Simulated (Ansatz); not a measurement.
# A computed series for HfO2: response to strain

Consider HfO₂ (space group P4_2/nmc, No. 137).

```xyz
6
Lattice="3.5770 0.0000 0.0000 0.0000 3.5770 0.0000 0.0000 0.0000 5.2036" Properties=species:S:1:pos:R:3 pbc="T T T"
Hf     0.0000     0.0000     0.0000
Hf     1.7885     1.7885     2.6018
O      0.0000     1.7885     1.0202
O      0.0000     1.7885     3.6220
O      1.7885     0.0000     1.5816
O      1.7885     0.0000     4.1834
```

Cartesian axes are those of the cell as printed.

Strains are applied to the cell and any free atomic positions relax.

The values are results of r2SCAN (Ansatz, a quantum-chemistry and plane-wave program; PAW; 500 eV plane waves; scalar-relativistic without spin-orbit coupling), earlier PAW set, not measurements.

Candidates:
(a) isotropic strain −0.17 %
(b) uniaxial strain ε_zz = +1.92 %
(c) uniaxial strain ε_xx = +3.19 %

Notes on the quantities. energy relative to the base: free energy F.

Question: Order them by energy relative to the base, lowest first.

Answer: (a) isotropic strain −0.17 % (+0.2 meV/atom), (b) uniaxial strain ε_zz = +1.92 % (+3.7 meV/atom), (c) uniaxial strain ε_xx = +3.19 % (+13 meV/atom)

Whether these cells are dynamically stable was not tested. This is not the structure that HfO2 has at room temperature and ambient pressure.
